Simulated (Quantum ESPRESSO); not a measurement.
Quantum ESPRESSO run on Li2Si (P1, 6 atoms in the cell): self-consistent single point.

Level of theory: PBEsol, GBRV 1.5 ultrasoft (PBESOL) pseudopotentials (plane waves; Quantum ESPRESSO).

The change in words: atoms moved at random. Reference geometry:
```yaml
crystal:
  lattice:
    - [2.17097, 1.25341, 6.13243]
    - [-2.17097, 1.25341, 6.13243]
    - [0.00000, -2.50682, 6.13243]
  atoms:
    - { symbol: Li, position: [0.35900, 0.35900, 0.35900] }
    - { symbol: Li, position: [0.64100, 0.64100, 0.64100] }
    - { symbol: Li, position: [0.79496, 0.79496, 0.79496] }
    - { symbol: Li, position: [0.20504, 0.20504, 0.20504] }
    - { symbol: Si, position: [0.06147, 0.06147, 0.06147] }
    - { symbol: Si, position: [0.93853, 0.93853, 0.93853] }
```

Reference input (self-consistent single point, DFT, PBEsol, plane waves, GBRV 1.5 ultrasoft (PBESOL) pseudopotentials): ecutwfc = 40 Ry; ecutrho = 200 Ry; occupations = smearing; smearing = fermi-dirac; degauss = 0.0073499 Ry; potentials = {Li: li_pbesol_v1.4.uspp.F.UPF, Si: si_pbesol_v1.uspp.F.UPF}; K_POINTS = automatic 9 9 9 0 0 0; conv_thr = 1e-09 Ry; mixing_beta = 0.4. This run's input differs from it in these lines:

```diff
@@ -25,8 +25,8 @@
 ATOMIC_POSITIONS {crystal}
-Li    0.35900300    0.35900300    0.35900300
-Li    0.64099700    0.64099700    0.64099700
-Li    0.79495700    0.79495700    0.79495700
-Li    0.20504300    0.20504300    0.20504300
-Si    0.06147000    0.06147000    0.06147000
-Si    0.93853000    0.93853000    0.93853000
+Li    0.35775800    0.36733200    0.35027400
+Li    0.61653700    0.66353000    0.64359800
+Li    0.78799600    0.78111000    0.81245200
+Li    0.22746300    0.19289700    0.20426100
+Si    0.07441700    0.05985300    0.04247500
+Si    0.93582900    0.93527800    0.94693900
 K_POINTS {automatic}
@@ -34,5 +34,5 @@
 CELL_PARAMETERS {angstrom}
-   2.17096990     1.25341006     6.13243000
-  -2.17096990     1.25341006     6.13243000
-   0.00000000    -2.50682011     6.13243000
+   2.17097000     1.25341000     6.13243000
+  -2.17097000     1.25341000     6.13243000
+   0.00000000    -2.50682000     6.13243000
```

Output, abridged:

```
     Self-consistent Calculation

     iteration #  1     ecut=    40.00 Ry     beta= 0.40

     total energy              =     -76.69847202 Ry
     estimated scf accuracy    <       0.24121275 Ry

     iteration #  2     ecut=    40.00 Ry     beta= 0.40

     total energy              =     -76.67562868 Ry
     estimated scf accuracy    <       0.07088154 Ry

     iteration #  3     ecut=    40.00 Ry     beta= 0.40

     total energy              =     -76.68963148 Ry
     estimated scf accuracy    <       0.00312024 Ry

   [... 9 blocks of this kind left out ...]

     iteration # 13     ecut=    40.00 Ry     beta= 0.40

     total energy              =     -76.69174348 Ry
     estimated scf accuracy    <          1.7E-09 Ry

     iteration # 14     ecut=    40.00 Ry     beta= 0.40
     End of self-consistent calculation

     Number of k-points >= 100: set verbosity='high' to print the bands.

     the Fermi energy is     3.5295 ev

!    total energy              =     -76.69174348 Ry
     estimated scf accuracy    <          1.9E-11 Ry
     smearing contrib. (-TS)   =      -0.00261788 Ry
     internal energy E=F+TS    =     -76.68912560 Ry

     convergence has been achieved in  14 iterations

     Forces acting on atoms (cartesian axes, Ry/au):

     atom    1 type  1   force =     0.00237131    0.00069838   -0.00204901
     atom    2 type  1   force =     0.01421748    0.00131750    0.00307109
     atom    3 type  1   force =     0.00181639    0.00568416    0.00247267
     atom    4 type  1   force =    -0.00533947   -0.00297099   -0.00825078
   [... lines left out ...]

     Total force =     0.059471     Total SCF correction =     0.000006

          total   stress  (Ry/bohr**3)                   (kbar)     P=        5.02
  -0.00003029   0.00000877   0.00000232           -4.46        1.29        0.34
   0.00000877  -0.00001765  -0.00000975            1.29       -2.60       -1.43
   0.00000232  -0.00000975   0.00015023            0.34       -1.43       22.10

   JOB DONE.
```

The run converged in 14 iterations. Against the reference run the free energy goes up by 13.6 meV/atom, the pressure goes from -0.43 to 0.50 GPa and the largest force goes from 0.148 to 1.091 eV/Å.

The starting cell comes from a database of computed structures (which also holds hypothetical and non-ambient phases and stackings), without a prior relaxation at this level. For this run, on top of that: atoms moved at random. Forces in this geometry exceed 1 eV/Å.

Cost on one core of a shared machine: roughly 8 min.
